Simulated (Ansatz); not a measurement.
TiC₂ (model structure, P-3m1, No. 164, 3 atoms in the cell), treated with LDA in Ansatz (PAW).

Numerical settings: plane-wave cutoff 520 eV, 24×24×16 k mesh (along the axes of the cell as run), Fermi–Dirac smearing 0.05 eV, no spin polarisation, scalar-relativistic PAW data made under PBE.

Cell (relaxed at this level):

```
TiC2
1.0
    2.58076     0.00000     0.00000
   -1.29038     2.23500     0.00000
    0.00000     0.00000     4.06852
Ti C
1 2
Direct
  0.00000   0.00000   0.00000
  0.33333   0.66667   0.54929
  0.66667   0.33333   0.45071
```

Question: What does this level give for the bulk modulus B0?

Answer: 
bulk modulus B0: 248 GPa

Note: the bulk modulus is −V dP/dV from two relaxed cells at ±2 % in volume; the relaxation could raise the start's symmetry but not lower it, so the cell can be a saddle point.

The computed numbers hold no vibrational or temperature effects.

A model structure was made by putting elements into a prototype or built by hand; it is no filed structure, need not be a known phase, and can be a saddle point held by its symmetry.

Ansatz is a program for electronic structure.
